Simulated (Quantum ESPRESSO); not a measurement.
# A series of runs on YSi2Ir2 (I4/mmm, 5 atoms in the cell)

```
Y(SiIr)2
1.0
    2.03407    -2.03407     4.96286
    2.03407     2.03407     4.96286
   -2.03407    -2.03407     4.96286
Y Si Ir
1 2 2
Direct
  0.00000   0.00000   0.00000
  0.00000   0.62199   0.62199
  0.00000   0.37801   0.37801
  0.50000   0.25000   0.75000
  0.50000   0.75000   0.25000
```

Base run A: LDA (PZ), GBRV 1.5 ultrasoft (LDA) pseudopotentials (Quantum ESPRESSO), self-consistent single point.

Its settings: ecutwfc = 40 Ry; ecutrho = 320 Ry; occupations = smearing; smearing = fd; degauss = 0.0073499 Ry; potentials = {Y: y_lda_v1.4.uspp.F.UPF, Si: si_lda_v1.uspp.F.UPF, Ir: ir_lda_v1.2.uspp.F.UPF}; K_POINTS = automatic 9 9 9 0 0 0; conv_thr = 1e-10 Ry.

The starting cell comes from a database of computed structures (which also holds hypothetical and non-ambient phases and stackings), without a prior relaxation at this level. Spin polarisation is off. In the base run, with a pressure of about -7 GPa the cell is away from its equilibrium volume at this level.

Runs:
- B: ecutwfc: 40 Ry → 50 Ry; ecutrho: 320 Ry → 400 Ry; pseudopotentials: {Y: y_lda_v1.4.uspp.F.UPF, Si: si_lda_v1.uspp.F.UPF, Ir: ir_lda_v1.2.uspp.F.UPF} → {Y: Y_pbe_v1.uspp.F.UPF, Si: Si.pbe-n-rrkjus_psl.1.0.0.UPF, Ir: Ir_pbe_v1.2.uspp.F.UPF}; input_dft: default → wc [Wu-Cohen GGA]
- C: ecutwfc: 40 Ry → 50 Ry; ecutrho: 320 Ry → 400 Ry; pseudopotentials: {Y: y_lda_v1.4.uspp.F.UPF, Si: si_lda_v1.uspp.F.UPF, Ir: ir_lda_v1.2.uspp.F.UPF} → {Y: Y_pbe_v1.uspp.F.UPF, Si: Si.pbe-n-rrkjus_psl.1.0.0.UPF, Ir: Ir_pbe_v1.2.uspp.F.UPF}; input_dft: default → vdw-df [vdW-DF]
- D: ecutwfc: 40 Ry → 50 Ry; ecutrho: 320 Ry → 400 Ry; pseudopotentials: {Y: y_lda_v1.4.uspp.F.UPF, Si: si_lda_v1.uspp.F.UPF, Ir: ir_lda_v1.2.uspp.F.UPF} → {Y: Y_pbe_v1.uspp.F.UPF, Si: Si.pbe-n-rrkjus_psl.1.0.0.UPF, Ir: Ir_pbe_v1.2.uspp.F.UPF}; input_dft: default → vdw-df2 [vdW-DF2]
- E: ecutwfc: 40 Ry → 50 Ry; ecutrho: 320 Ry → 400 Ry; pseudopotentials: {Y: y_lda_v1.4.uspp.F.UPF, Si: si_lda_v1.uspp.F.UPF, Ir: ir_lda_v1.2.uspp.F.UPF} → {Y: Y_pbe_v1.uspp.F.UPF, Si: Si.pbe-n-rrkjus_psl.1.0.0.UPF, Ir: Ir_pbe_v1.2.uspp.F.UPF}; input_dft: default → vdw-df-cx [vdW-DF-cx]
- F: ecutwfc: 40 Ry → 50 Ry; ecutrho: 320 Ry → 400 Ry; pseudopotentials: {Y: y_lda_v1.4.uspp.F.UPF, Si: si_lda_v1.uspp.F.UPF, Ir: ir_lda_v1.2.uspp.F.UPF} → {Y: Y_pbe_v1.uspp.F.UPF, Si: Si.pbe-n-rrkjus_psl.1.0.0.UPF, Ir: Ir_pbe_v1.2.uspp.F.UPF}; input_dft: default → vdw-df-obk8 [optB88-vdW]
- G: ecutwfc: 40 Ry → 50 Ry; ecutrho: 320 Ry → 400 Ry; pseudopotentials: {Y: y_lda_v1.4.uspp.F.UPF, Si: si_lda_v1.uspp.F.UPF, Ir: ir_lda_v1.2.uspp.F.UPF} → {Y: Y_pbe_v1.uspp.F.UPF, Si: Si.pbe-n-rrkjus_psl.1.0.0.UPF, Ir: Ir_pbe_v1.2.uspp.F.UPF}; input_dft: default → vdw-df-ob86 [optB86b-vdW]
- H: ecutwfc: 40 Ry → 50 Ry; ecutrho: 320 Ry → 400 Ry; pseudopotentials: {Y: y_lda_v1.4.uspp.F.UPF, Si: si_lda_v1.uspp.F.UPF, Ir: ir_lda_v1.2.uspp.F.UPF} → {Y: Y_pbe_v1.uspp.F.UPF, Si: Si.pbe-n-rrkjus_psl.1.0.0.UPF, Ir: Ir_pbe_v1.2.uspp.F.UPF}; input_dft: default → vdw-df2-b86r [rev-vdW-DF2]

| run | pressure (GPa) | largest force (eV/Å) |
|---|---|---|
| A | -7.10 | 0.103 |
| B | -1.89 | 0.115 |
| C | 7.50 | 0.500 |
| D | 13.40 | 0.819 |
| E | -2.01 | 0.167 |
| F | 2.64 | 0.326 |
| G | -0.18 | 0.237 |
| H | 0.28 | 0.244 |

Run B against A: The pressure goes from -7.10 to -1.89 GPa and the largest force goes from 0.103 to 0.115 eV/Å.

Run E against A: The pressure goes from -7.10 to -2.01 GPa and the largest force goes from 0.103 to 0.167 eV/Å.

Run C against A: The pressure goes from -7.10 to 7.50 GPa and the largest force goes from 0.103 to 0.500 eV/Å.

Left out of this page: 2 runs of the series held back from this collection.
